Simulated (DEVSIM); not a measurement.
Device: abrupt Ge n-p junction, at 350 K.

Layer 1 from the left is Ge, thickness (μm) 4.00, Nd (cm⁻³) 5.8e16, τn (s) 5.4e-7, τp (s) 5.4e-7. Layer 2 from the left is Ge, thickness (μm) 3.50, Na (cm⁻³) 8.2e16, τn (s) 5.4e-7, τp (s) 5.4e-7.

Left contact: ohmic. Right contact: ohmic. Voltage is applied to the left contact. Recombination: SRH at mid-gap, Auger. Mobility is μmin + (μ − μmin)/(1 + (N/Nref)^α).

Constants are typed, rounded textbook-type inputs, not results; the design itself was drawn at random and stands for no fabricated device. Values at 300 K; Nc and Nv go as T^1.5, mobilities as T to minus their exponent, the gap by Varshni's rule with the affinity fixed.

Ge: gap (eV) 0.664, affinity (eV) 4, permittivity 16, Nc (cm⁻³) 1.04e19, Nv (cm⁻³) 6e18, μn (cm²/Vs) 3900, μp (cm²/Vs) 1900, μn,min 150, μp,min 100, Nref,n 2.6e17, Nref,p 4e17, αn 0.56, αp 0.6, T exponent of μn 1.66, T exponent of μp 2.33, Cn (cm⁶/s) 1e-31, Cp (cm⁶/s) 1e-31, Varshni α (eV/K) 0.000477, Varshni β (K) 235.

Estimate by hand the built-in potential, the peak field at zero bias, and compare with a numerical solution.


- Built-in potential: ni = √(Nc Nv) exp(−Eg/2kT) = 2.28e14 cm⁻³ with Eg = 0.644 eV; Vbi = kT/q ln(Na Nd/ni²) = 0.344 V; numerical 0.344 V.
- Peak field at zero bias: depletion approximation: W = √(2εVbi/(qN)) = 0.134 μm with N = 3.40e16 cm⁻³; field = 2Vbi/W = 51400 V/cm; numerical 46800 V/cm (estimate above by 10.0 %).

DEVSIM, 1D drift-diffusion, Boltzmann statistics, complete ionisation; no tunnelling, impact ionisation, image-force lowering or self-heating.
